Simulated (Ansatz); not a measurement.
# Pressure series in hypothetical rutile SnSe2

Base system: SnSe₂ in the rutile structure (space group P4_2/mnm, No. 136; a = 6.415 Å, c = 3.994 Å; a hypothetical phase, not in the database extracts checked).

Cell and atoms are relaxed at each pressure.

The values are results of PBEsol/PAW in Ansatz (a quantum-chemistry and plane-wave program), no spin-orbit coupling, earlier PAW set, not measurements.

Notes on the quantities. enthalpy: H = E + PV relative to the base's energy.

```csv
variant,shortest interatomic distance,density,enthalpy
base,2.666 Å,5.59 g/cm³,–
pressure −2 GPa,2.681 Å,5.33 g/cm³,-0.35 eV/atom
pressure −1 GPa,2.674 Å,5.47 g/cm³,-0.17 eV/atom
pressure 3 GPa,2.641 Å,5.88 g/cm³,+0.50 eV/atom
pressure 7 GPa,2.610 Å,6.19 g/cm³,+1.13 eV/atom
pressure 15 GPa,2.538 Å,6.69 g/cm³,+2.32 eV/atom
pressure 30 GPa,2.430 Å,7.40 g/cm³,+4.35 eV/atom
pressure 50 GPa,2.308 Å,8.28 g/cm³,+6.77 eV/atom
pressure 75 GPa,2.240 Å,9.04 g/cm³,+9.53 eV/atom
pressure 100 GPa,2.188 Å,9.67 g/cm³,+12.08 eV/atom
```

From pressure 50 GPa on, the axis ratios lie over 15 % from the base's, so the cell there is far from its starting form. Load acts through the strain it causes; cell and atoms are relaxed under it. Stability against distortions was not tested. No other phases were tried under pressure. All final runs are without spin polarisation.
